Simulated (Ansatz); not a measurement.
Te, response to strain and stress

The reference is Te (space group P3_121, No. 152; a = 4.521 Å, c = 5.954 Å; made of chains). Axes: x lies along a and z along c of the hexagonal cell.

Strains are applied to the cell and any free atomic positions relax; under stress the whole cell relaxes.

Level of theory: PBE/PAW in Ansatz (an electronic-structure program), no SOC.

Candidates:
(a) uniaxial stress, 2 GPa compression along z
(b) uniaxial stress, 2 GPa tension along z
(c) isotropic strain −2.78 %

Notes on the quantities. energy relative to the base: free energy F.

Q: Order them by energy relative to the base, highest first.

A: (c) isotropic strain −2.78 % (+21 meV/atom), (a) uniaxial stress, 2 GPa compression along z (+17 meV/atom), (b) uniaxial stress, 2 GPa tension along z (+9.1 meV/atom)

The mesh was chosen for an insulator and is coarse for the gapless case. Beyond what the load breaks, stability against distortions was not tested. No dispersion term is included, though the crystal is made of layers, chains or molecules, so its spacings can come out too wide.
